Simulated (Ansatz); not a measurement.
We look at the energy of the reaction as written. Reaction: cell B → cell A. A negative value means that the right-hand side lies lower.

Cell A: a sheet of composition Y, 1 atom, square cell of 3.23 Å (10.4 Å²), symmetry P4/mmm, 0.0 Å thick under 16 Å of vacuum, in-plane vectors relaxed; planes from bottom to top: Y; a model cell; spin state with PBE: net moment 0.8 μB a cell, k-point mesh 18×18×1.
```xyz
1
Lattice="3.2326 0.0000 0.0000 0.0000 3.2326 0.0000 0.0000 0.0000 16.0000" Properties=species:S:1:pos:R:3 pbc="T T T"
Y      0.0000     0.0000     8.0000
```

Cell B: a sheet of composition Y, 1 atom, hexagonal cell of 3.44 Å (10.2 Å²), symmetry P6/mmm, 0.0 Å thick under 16 Å of vacuum, in-plane vectors relaxed; planes from bottom to top: Y; a model cell; spin state with PBE: net moment 1.2 μB a cell, k-point mesh 24×24×1.
```yaml
crystal:
  lattice:
    - [3.43693, 0.00000, 0.00000]
    - [-1.71847, 2.97647, 0.00000]
    - [0.00000, 0.00000, 16.00000]
  atoms:
    - { symbol: Y, position: [0.00000, 0.00000, 0.50000] }
```

Plane-wave PAW calculations with Ansatz (an electronic-structure program), its PAW set soft_1, cutoff 420 eV, 500 eV for r2SCAN. The structures are at rest with PBE; other levels are single points on them. Neutral cells; Fermi-Dirac smearing of at most 0.10 eV in the solids, energies taken to zero width. The lattices are those relaxed with PBE, so at other levels the solids can be strained, which adds to the spread. A dispersion term (D3(BJ), or D4 for r2SCAN) was computed beside these levels and is taken off wherever the name lacks it. Nuclei at rest; no vibrational terms. Spin states are those reached from the starting moments, not proven ground states. The state moves with the level: A has a net moment of 1.2 μB with r2SCAN and 0.8 μB with PBE. Small moments in a metal shrink under a smearing of 0.1 eV, so the spin state is less sure. Cell A has symmetry P4/mmm and got no random move, so less symmetric positions, which may lie lower, weren't tried. Cell B has symmetry P6/mmm and got no random move, so less symmetric positions, which may lie lower, weren't tried.

Problem. What is the computed value (r2SCAN)?

Solution. 0.28 eV, for cell B → cell A.

Problem. How does the value move with the functional?

Solution. 
```json
[
 {"Level": "PBE", "value (eV)": "0.28", "less r2SCAN": "0.00"}
]
```

The levels span only 0.00 eV, too little to tell them apart.
